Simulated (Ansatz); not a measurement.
Functionals compared on a constructed model of the (110) surface of bcc Ta, a pseudomorphic layer of Sn in the host's stacking (bottom of the slab: a bare face, its two planes held), in Ansatz (plane waves, PAW). The structure was relaxed with PBE; the other rows are single points on it. Cutoff 420 eV (500 eV for r2SCAN).

Slab: 7 atoms, 14.5 Å thick at the start; k 14x14x1, smearing 0.1 eV, dipole-corrected; 2 atoms held, the rest relaxed; symmetry of the start imposed; no spin, no spin-orbit, no U. It is one candidate, not shown to be the stable structure of the face. These notes are the PBE run's.

```
functional  work function of the top face (eV)  rough cost of the single point
----------  ----------------------------------  ------------------------------
PBE                                       4.32                               –
RPBE                                      4.21    very roughly 50 core-seconds
r2SCAN                                    4.50  around 80 core-seconds (rough)
```

Ansatz is a program for electronic structure.
